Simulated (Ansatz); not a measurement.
## Effective masses and thermopower of Si under load (space group I4_1/amd)

Consider the following.

```yaml
crystal:
  lattice:
    - [0.00000, 2.70472, 2.76063]
    - [2.70472, 0.00000, 2.76063]
    - [2.70472, 2.70472, 0.00000]
  atoms:
    - { symbol: Si, position: [0.25000, 0.25000, 0.25000] }
    - { symbol: Si, position: [0.00000, 0.00000, 0.00000] }
```

The numbers are results of PBEsol with spin-orbit coupling, rigid bands (plane waves, PAW; Ansatz, an electronic-structure program), not measurements. Condition of this run: uniaxial stress zz = -2 GPa (compression positive) (the target of the relaxation). Geometry: cell and atoms relaxed with PBEsol, then loaded as said.

```json
{
 "band_gap": "0.35 eV",
 "electron conductivity mass (300 K, dilute)": "0.34 (x), 0.34 (y), 0.21 (z) mₑ",
 "hole conductivity mass (300 K, dilute)": "0.30 (x), 0.30 (y), 0.33 (z) mₑ",
 "effective density of states N_c (300 K)": "1.9e19 cm⁻³",
 "effective density of states N_v (300 K)": "1.1e19 cm⁻³",
 "density_of_states_mass_electrons": "0.85 mₑ",
 "density_of_states_mass_holes": "0.56 mₑ",
 "Seebeck coefficient, n-type 1e19 cm⁻³, 300 K": "-275 μV/K",
 "best n-type power factor at 300 K for τ = 10 fs (best axis; densities from 1e16 to 1e21 cm⁻³ tried, whether or not they can be reached)": "15.7 μW/(cm·K²) at 3e20 cm⁻³",
 "Seebeck coefficient, p-type 1e19 cm⁻³, 300 K": "268 μV/K",
 "best p-type power factor at 300 K for τ = 10 fs (best axis; densities from 1e16 to 1e21 cm⁻³ tried, whether or not they can be reached)": "13.1 μW/(cm·K²) at 3e20 cm⁻³"
}
```

Rigid bands; masses and Seebeck coefficients take one relaxation time τ for all states and one kind of carrier; polarons and phonon drag are left out.
